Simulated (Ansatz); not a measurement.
Base system: SnTe in the rock salt structure (space group Fm-3m, No. 225; a = 6.370 Å). Axes: x, y, z lie along the cube axes.

Structures relaxed with r2SCAN in Ansatz (plane waves to 500 eV, PAW, no SOC).

Base:

Simulated powder pattern, Mo Kα, λ = 0.71073 Å (kinematic, ideal powder, no thermal factors, no anomalous dispersion; the 14 strongest lines at most, above 2 %, up to 2θ = 40°):

| 2θ (°) | I/Imax (%) | hkl |
|---|---|---|
| 12.81 | 100 | (200) |
| 18.16 | 81 | (220) |
| 22.29 | 31 | (222) |
| 25.79 | 15 | (400) |
| 28.90 | 42 | (420) |
| 31.72 | 32 | (422) |
| 36.79 | 9.7 | (440) |
| 39.11 | 20 | (442) |

After one change:

Simulated powder pattern, Mo Kα, λ = 0.71073 Å (kinematic, ideal powder, no thermal factors, no anomalous dispersion; the 14 strongest lines at most, above 2 %, up to 2θ = 40°):

| 2θ (°) | I/Imax (%) |
|---|---|
| 12.82 | 100 |
| 17.80 | 14 |
| 18.16 | 54 |
| 18.53 | 13 |
| 21.99 | 16 |
| 22.59 | 15 |
| 25.80 | 15 |
| 28.44 | 7.4 |
| 28.90 | 28 |
| 29.38 | 6.7 |
| 31.30 | 11 |
| 32.17 | 10 |
| 36.81 | 6.4 |
| 38.76 | 5.4 |

What was done to the base?
A. tensor shear ε_xy = +1.43 %
B. tensor shear ε_xy = +1.14 %
C. tensor shear ε_xy = +0.57 %
D. tensor shear ε_xy = +2.00 %

D, tensor shear ε_xy = +2.00 %. Its volume per atom is 32.29 Å³ against 32.30 Å³, and its space group is Immm (No. 71).

The cells carry an imposed strain or load. Whether these cells are dynamically stable was not tested. All final runs are without spin polarisation.

Ansatz is a quantum-chemistry and plane-wave program.
